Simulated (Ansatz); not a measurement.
## CdTe: tensor shear ε_xy = +0.29 %

Consider CdTe in the zinc blende structure (space group F-43m, No. 216; a = 6.558 Å). Axes: x, y, z lie along the cube axes.

One thing is altered: tensor shear ε_xy = +0.29 % (engineering shear γ = 0.0058); the atoms relax in the strained cell.

The values are results of r2SCAN/PAW in Ansatz (an electronic-structure program), spin-orbit coupling left out, not measurements. Γ-centred 9×9×9 mesh, Fermi–Dirac width 0.05 eV.

The space group goes from F-43m (No. 216) to Imm2 (No. 44) and the shortest interatomic distance stays essentially unchanged (2.840 Å against 2.838 Å). The energy hardly moves and the pressure (mean of the normal stresses, compression positive) is still 0.00 GPa. The band gap decreases by 0.02 eV to 1.15 eV and the gap character remains direct at Γ. The electron mass stays 0.090 mₑ (at Γ) and the valence-band top at Γ (three highest levels, from the VBM) changes from 0.00, 0.00, 0.00 eV to 0.00, -0.02, -0.03 eV. The valley order (the lowest conduction-band minima on the path, energy above the VBM, named in the base's zone) goes from Γ 1.17 eV; L along ⟨111⟩ 2.20 eV to Γ 1.15 eV; L along [1-11] 2.17 eV; L along [11-1] 2.21 eV and the stress (xx, yy, zz, yz, xz, xy; compression positive) amounts to (0.00, 0.00, 0.00, 0.00, 0.00, -0.12) GPa.

Spin-orbit coupling, missing from the scalar runs, can matter with Te. Effective masses come from finite differences of ±0.01 Å⁻¹. Whether these cells are dynamically stable was not tested. k-point labels follow each cell's own Brillouin zone.
